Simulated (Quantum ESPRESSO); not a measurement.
A self-consistent single point of Zr3Au (Pm-3n, 8 atoms in the cell) with Quantum ESPRESSO.

Method of the run: PBEsol, GBRV 1.5 ultrasoft (PBESOL) pseudopotentials (plane waves; Quantum ESPRESSO 7.5).

```
CELL_PARAMETERS angstrom
      5.54605     0.00000     0.00000
      0.00000     5.54605     0.00000
      0.00000     0.00000     5.54605
ATOMIC_POSITIONS crystal
  Zr 0.50000 0.25000 0.00000
  Zr 0.50000 0.75000 0.00000
  Zr 0.25000 0.00000 0.50000
  Zr 0.75000 0.00000 0.50000
  Zr 0.00000 0.50000 0.25000
  Zr 0.00000 0.50000 0.75000
  Au 0.50000 0.50000 0.50000
  Au 0.00000 0.00000 0.00000
```

Reference input (self-consistent single point, DFT, PBEsol, plane waves, GBRV 1.5 ultrasoft (PBESOL) pseudopotentials): ecutwfc = 40 Ry; ecutrho = 320 Ry; occupations = smearing; smearing = fermi-dirac; degauss = 0.0073499 Ry; potentials = {Zr: zr_pbesol_v1.uspp.F.UPF, Au: au_pbesol_v1.uspp.F.UPF}; K_POINTS = automatic 5 5 5 0 0 0; conv_thr = 1e-10 Ry; mixing_beta = 0.7. This run's input differs from it in these lines:

```diff
@@ -34,3 +34,3 @@
 K_POINTS automatic
-5 5 5  0 0 0
+7 7 7  0 0 0
 CELL_PARAMETERS bohr
```

Output (repeated stretches shortened):

```
     Self-consistent Calculation

     iteration #  1     ecut=    40.00 Ry     beta= 0.70

     negative rho (up, down):  3.522E-01 0.000E+00

     total energy              =    -821.97852688 Ry
     estimated scf accuracy    <       3.59246200 Ry

     iteration #  2     ecut=    40.00 Ry     beta= 0.70

     negative rho (up, down):  3.540E-01 0.000E+00

     total energy              =    -823.26057204 Ry
     estimated scf accuracy    <      11.39134321 Ry

     iteration #  3     ecut=    40.00 Ry     beta= 0.70

     negative rho (up, down):  3.583E-01 0.000E+00

     total energy              =    -824.29600520 Ry
     estimated scf accuracy    <       0.75597018 Ry

   [... 8 blocks of this kind left out ...]

     iteration # 12     ecut=    40.00 Ry     beta= 0.70

     negative rho (up, down):  3.581E-01 0.000E+00

     total energy              =    -824.51430115 Ry
     estimated scf accuracy    <          6.8E-10 Ry

     iteration # 13     ecut=    40.00 Ry     beta= 0.70

     negative rho (up, down):  3.581E-01 0.000E+00
     End of self-consistent calculation

     the Fermi energy is    14.3704 ev

!    total energy              =    -824.51430115 Ry
     estimated scf accuracy    <          4.4E-11 Ry
     smearing contrib. (-TS)   =      -0.02102013 Ry
     internal energy E=F+TS    =    -824.49328101 Ry

     convergence has been achieved in  13 iterations

     negative rho (up, down):  3.581E-01 0.000E+00

     Forces acting on atoms (cartesian axes, Ry/au):

     atom    1 type  1   force =     0.00000000   -0.00000000   -0.00000000
   [... zero for the other atoms too ...]

     Total force =     0.000000     Total SCF correction =     0.000000

     negative rho (up, down):  3.581E-01 0.000E+00
          total   stress  (Ry/bohr**3)                   (kbar)     P=      -61.52
  -0.00041818   0.00000000   0.00000000          -61.52        0.00        0.00
   0.00000000  -0.00041818   0.00000000            0.00      -61.52        0.00
   0.00000000   0.00000000  -0.00041818            0.00        0.00      -61.52

   JOB DONE.
```

The run converged in 13 iterations. Against the reference run the free energy rises by 2.8 meV/atom and the pressure goes from -6.28 to -6.15 GPa.

The starting cell comes from a database of computed structures (which also holds hypothetical and non-ambient phases and stackings), without a prior relaxation at this level. Its lattice was rescaled by a random factor within 2.5 % of one. With a pressure of about -6 GPa the cell is away from its equilibrium volume at this level.

Cost on one core of a shared machine: roughly 6 min.
